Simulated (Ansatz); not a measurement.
# What In → Ga does to InAs

Consider InAs in the zinc blende structure (space group F-43m, No. 216; a = 6.087 Å).

Modification: every In is replaced by Ga, then cell and atoms are relaxed.

The values are results of PBEsol, PAW, 420 eV (Ansatz, a quantum-chemistry and plane-wave program; no SOC), not measurements. Γ-centred 10×10×10 mesh, Fermi–Dirac width 0.05 eV, for the changed cell.

The volume per atom drops by 5.54 Å³, from 28.19 Å³ to 22.65 Å³ and the density decreases by 0.29 g/cm³, from 5.59 g/cm³ to 5.30 g/cm³. The lattice parameter a decreases by 0.428 Å, from 6.087 Å to 5.659 Å and the shortest interatomic distance shrinks by 0.1853 Å (2.636 Å → 2.450 Å). The band gap changes from zero to 0.42 eV and the electron mass amounts to 0.025 mₑ (at Γ). The hole mass (degenerate bands, along [100]) is 0.025, 0.34, 0.34 mₑ (at Γ).

Final structure:

```
CELL_PARAMETERS angstrom
      0.00000     2.82947     2.82947
      2.82947     0.00000     2.82947
      2.82947     2.82947     0.00000
ATOMIC_POSITIONS crystal
  As 0.75000 0.75000 0.75000
  Ga 0.00000 0.00000 0.00000
```

Effective masses come from finite differences of ±0.01 Å⁻¹. No phonon test of stability was made. All final runs are without spin polarisation. A zero or small gap of InAs can be the functional's error rather than a property of the material.
